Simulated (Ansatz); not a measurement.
BaInHO₂ (model structure, started from the SrVO2H type, P4/mmm, No. 123, 5 atoms in the cell) was calculated with r²SCAN (Ansatz, a program for electronic structure, plane waves, PAW).

Input:

Ansatz 0.2 input:
```yaml
crystal:
  lattice:
    - [4.2966090742, 0.0, 0.0]
    - [0.0, 4.2966090742, 0.0]
    - [0.0, 0.0, 3.9191806869]
  atoms:
    - { symbol: Ba, position: [0.5, 0.5, 0.5] }
    - { symbol: In, position: [0.0, 0.0, 0.0] }
    - { symbol: O, position: [0.5, 0.0, 0.0] }
    - { symbol: O, position: [0.0, 0.5, 0.0] }
    - { symbol: H, position: [0.0, 0.0, 0.5] }
basis:
  ecutwfc: 560
  ecutrho_ratio: 4
  xc_grid: 3
kpoints:
  mp_grid: { grid: [8, 8, 10] }
  band_path:
    path:
      - [0.0, 0.0, 0.0]
      - [0.0, 0.071429, 0.0]
      - [0.0, 0.142857, 0.0]
      - [0.0, 0.214286, 0.0]
      - [0.0, 0.285714, 0.0]
      - [0.0, 0.357143, 0.0]
      - [0.0, 0.428571, 0.0]
      - [0.0, 0.5, 0.0]
      - [0.071429, 0.5, 0.0]
      - [0.142857, 0.5, 0.0]
      - [0.214286, 0.5, 0.0]
      - [0.285714, 0.5, 0.0]
      - [0.357143, 0.5, 0.0]
      - [0.428571, 0.5, 0.0]
      - [0.5, 0.5, 0.0]
      - [0.45, 0.45, 0.0]
      - [0.4, 0.4, 0.0]
      - [0.35, 0.35, 0.0]
      - [0.3, 0.3, 0.0]
      - [0.25, 0.25, 0.0]
      - [0.2, 0.2, 0.0]
      - [0.15, 0.15, 0.0]
      - [0.1, 0.1, 0.0]
      - [0.05, 0.05, 0.0]
      - [0.0, 0.0, 0.071429]
      - [0.0, 0.0, 0.142857]
      - [0.0, 0.0, 0.214286]
      - [0.0, 0.0, 0.285714]
      - [0.0, 0.0, 0.357143]
      - [0.0, 0.0, 0.428571]
      - [0.0, 0.0, 0.5]
      - [0.0, 0.071429, 0.5]
      - [0.0, 0.142857, 0.5]
      - [0.0, 0.214286, 0.5]
      - [0.0, 0.285714, 0.5]
      - [0.0, 0.357143, 0.5]
      - [0.0, 0.428571, 0.5]
      - [0.0, 0.5, 0.5]
      - [0.071429, 0.5, 0.5]
      - [0.142857, 0.5, 0.5]
      - [0.214286, 0.5, 0.5]
      - [0.285714, 0.5, 0.5]
      - [0.357143, 0.5, 0.5]
      - [0.428571, 0.5, 0.5]
      - [0.5, 0.5, 0.5]
      - [0.45, 0.45, 0.5]
      - [0.4, 0.4, 0.5]
      - [0.35, 0.35, 0.5]
      - [0.3, 0.3, 0.5]
      - [0.25, 0.25, 0.5]
      - [0.2, 0.2, 0.5]
      - [0.15, 0.15, 0.5]
      - [0.1, 0.1, 0.5]
      - [0.05, 0.05, 0.5]
      - [0.0, 0.5, 0.071429]
      - [0.0, 0.5, 0.142857]
      - [0.0, 0.5, 0.214286]
      - [0.0, 0.5, 0.285714]
      - [0.0, 0.5, 0.357143]
      - [0.0, 0.5, 0.428571]
      - [0.5, 0.5, 0.071429]
      - [0.5, 0.5, 0.142857]
      - [0.5, 0.5, 0.214286]
      - [0.5, 0.5, 0.285714]
      - [0.5, 0.5, 0.357143]
      - [0.5, 0.5, 0.428571]
    npoints: 1
hamiltonian:
  xc: r2scan
  dispersion: none
  pseudopotentials: { kind: paw }
scf:
  occupations: { method: fermi_dirac, width: 0.01 }
  convergence: { dr2_threshold: 0.0000000005 }
output:
  forces: true
  stress: true
  eigenvalues: true
  write_bands: true
```

Output (set-up and result lines):

```
Crystal: 5 atoms, lattice volume = 72.351 Å³
Basis set: ecut = 560 eV, 2147 PW (Γ), exchange–correlation on 108×108×96 points (27 copies of the dense FFT grid, shifted against one another)
Bands: 23, of which v1, the nominal top of the filled ones, is band 18 counted from 1 (17 counted from 0)
Symmetry: 16 space group operations
Space group: P4/mmm (ITA 123), of the structure as read, at distance tolerance 4.2e-5 Å
k-points: 90 of 640
Functional: x = r2scan, c = r2scan; τ floored in thin density (d = 2e-4 eV/Å³)
SCF iter   1: F=—  HF=-12732.958936 eV  |F-HF|=—  |Δ(HF+E_count)|=         —  Δρ=1.00e-2  dr2=8.31e-2  dr2_τ=1.14e-1
SCF iter   2: F=—  HF=-12733.060032 eV  |F-HF|=—  |Δ(HF+E_count)|=   1.01e-1  Δρ=5.36e-3  dr2=1.21e-2  dr2_τ=2.06e-3
  ...
SCF iter   7: F=—  HF=-12733.058087 eV  |F-HF|=—  |Δ(HF+E_count)|=   1.69e-7  Δρ=3.39e-6  dr2=9.61e-9  dr2_τ=6.86e-10
SCF iter   8: F=-12733.058087 eV  HF=-12733.058087 eV  |F-HF|=1.29e-10  |Δ(HF+E_count)|=  2.35e-10  Δρ=4.72e-7  dr2=2.36e-10  dr2_τ=1.23e-11
SCF 1 converged in 8 iterations: F = -12733.058087 eV  dr2 = 2.36e-10
SCF converged after 8 iterations
Free energy (F): -12733.058087 eV
Internal energy: -12733.058087 eV  (E = F + TS)
E sigma→0 (E₀):  -12733.058087 eV
Fermi energy:    9.479384 eV
--- Forces (eV/Å), atoms counted from 1 ---
  atom   1  Ba     0.00000000     0.00000000     0.00000000
  atom   2  In    -0.00000000     0.00000000     0.00000000
  atom   3  O      0.00000000     0.00000000     0.00000000
  atom   4  O      0.00000000     0.00000000     0.00000000
  atom   5  H      0.00000000     0.00000000     0.00000000
--- Stress (GPa, compression-positive) ---
        0.004158       0.000000       0.000000
        0.000000       0.004158       0.000000
        0.000000       0.000000      -0.002161
  P = ⅓ Tr σ = 0.0021 GPa (0.021 kbar)
```

The PAW data were made under PBE.

Note: the relaxation could raise the start's symmetry but not lower it, so the cell can be a saddle point.

The result took around 25 core-seconds (rough).

A model structure was made by putting elements into a prototype or built by hand; it is no filed structure, need not be a known phase, and can be a saddle point held by its symmetry.
